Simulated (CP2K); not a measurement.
Band structure of LaAl2Cu3 (Cmmm, 6 atoms in the cell).

```
CELL_PARAMETERS angstrom
      5.25394     0.00000     0.00000
     -2.50348     4.61914     0.00000
      0.00000     0.00000     4.17089
ATOMIC_POSITIONS crystal
  La 0.00000 0.00000 0.00000
  Al 0.50000 0.00000 0.50000
  Al 0.00000 0.50000 0.50000
  Cu 0.66109 0.33891 0.00000
  Cu 0.33891 0.66109 0.00000
  Cu 0.50000 0.50000 0.50000
```

Computed with CP2K with PBEsol, GPW, TZVP-MOLOPT-SR-GTH basis, GTH-PBE potentials (GTH_POTENTIALS).

Settings: CUTOFF = 600 Ry; REL_CUTOFF = 40 Ry; SMEAR/METHOD = FERMI_DIRAC; ELECTRONIC_TEMPERATURE = 1160.45 K; KPOINTS/SCHEME = MONKHORST-PACK 5 5 6; GAMMA_CENTERED = T; XC_FUNCTIONAL = PBE:PBESOL; La/BASIS_SET = TZVP-MOLOPT-SR-GTH-q11; La/POTENTIAL = GTH-PBE-q11; Al/BASIS_SET = TZVP-MOLOPT-SR-GTH-q3; Al/POTENTIAL = GTH-PBE-q3; Cu/BASIS_SET = TZVP-MOLOPT-SR-GTH-q11; Cu/POTENTIAL = GTH-PBE-q11; METHOD = GPW.

The starting cell comes from a database of computed structures (which also holds hypothetical and non-ambient phases and stackings), without a prior relaxation at this level. Its lattice was rescaled by a random factor within 2.5 % of one. Spin polarisation is off. Values carry the incompleteness of an atom-centred basis. The potentials were made for another functional than the one used.

Levels in eV from the Fermi level, bands 22 to 27:
| point | 22 | 23 | 24 | 25 | 26 | 27 |
|---|---|---|---|---|---|---|
| Γ | -1.85 | -1.78 | -0.79 | -0.48 | -0.10 | 0.45 |
| X | -2.64 | -0.31 | 0.27 | 0.32 | 0.33 | 0.53 |
| S | -1.92 | -1.72 | -0.62 | 0.51 | 1.15 | 1.81 |
| R | -2.60 | -2.19 | -0.95 | -0.08 | 0.44 | 1.92 |
| A | -2.44 | -2.01 | -1.18 | -0.91 | 0.88 | 0.91 |
| Z | -2.43 | -1.47 | -1.27 | -1.09 | -0.65 | 0.89 |
| Y | -2.56 | -1.99 | -0.12 | 1.18 | 1.27 | 1.79 |
| X1 | -2.64 | -0.31 | 0.27 | 0.32 | 0.33 | 0.53 |
| A1 | -2.44 | -2.01 | -1.18 | -0.91 | 0.88 | 0.91 |
| T | -2.39 | -2.11 | -1.14 | -0.31 | 0.25 | 1.04 |

Bands cross the Fermi level along this path, so the cell is metallic at this level.

Higher empty bands are left out: an atom-centred basis made for the valence describes them poorly.
